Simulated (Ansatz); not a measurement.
Hexagonal WC

Computed with B3LYP (VWN-RPA form) in Ansatz (PAW).

Run with plane-wave cutoff 460 eV, 12×12×10 k mesh (along the axes of the cell as run), Fermi–Dirac smearing 0.05 eV, no spin polarisation, scalar-relativistic PAW data made under PBE.

Cell: relaxed at this level.

| Quantity | Value |
|---|---|
| lattice parameter a | 2.931 Å |
| c axis length | 2.850 Å |

Measured, for comparison: lattice constant a 2.906 Å, lattice parameter c 2.837 Å (300 K, no zero-point or thermal correction; as tabulated in Wikipedia's data pages). Computed (rounded) less measured: lattice constant a +0.9 %, lattice parameter c +0.5 %.

Note: the run has no spin polarisation, so it can have missed a magnetic state.

Spin–orbit coupling is not included.

Computed values are for the static lattice.

Ansatz is a first-principles code.
